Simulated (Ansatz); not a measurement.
Adsorption energy and surface dipole of F on the 1x1 (0001) surface of hcp Co, ferromagnetic, one in a 2x1 cell, started at the site 'hollow Co-Co-Co over Co at depth 2.0 Å', worked from the runs' numbers; total energies count from the potentials' own zero.

Computed with PBE (plane waves to 420 eV, PAW; Ansatz, an electronic-structure program).

Slab: 9 atoms, 6.0 Å thick at the start under the adsorbate (thin: gaps and levels are the slab's own); k 7x14x1, smearing 0.1 eV, dipole-corrected; 4 atoms held, the rest relaxed; start symmetry kept, larger cells not searched; spin-polarised, no spin-orbit, no U, no dispersion correction. At the end it is bonded to 3 Co. In PBE it is, or lies within 0.03 eV of, the lowest of the starts that converged.

```
quantity                                                            value
----------------------------------------------------------  -------------
slab with the adsorbate                                     -41814.892 eV
clean slab, same cell and mesh                              -41006.349 eV
reference, ½ F2(g)                                            -805.593 eV
area of the cell                                                 10.76 Å²
change of the step from the bottom to the top vacuum level       1.117 eV
```

Question: What is the adsorption energy against this reference?

Answer: E(slab + adsorbate) − E(slab) − E(reference) = -2.95 eV, so in this state the adsorbate is more stable than in the reference, at a coverage of 9.29 a nm².

Question: What dipole does adsorption add to the slab along the outward normal (Helmholtz relation, ε₀ = 0.005526 e/(V·Å))?

Answer: p = −ε₀·A·ΔV = -0.066 e·Å = -0.32 D; its negative end points to the vacuum, which raises the vacuum level.
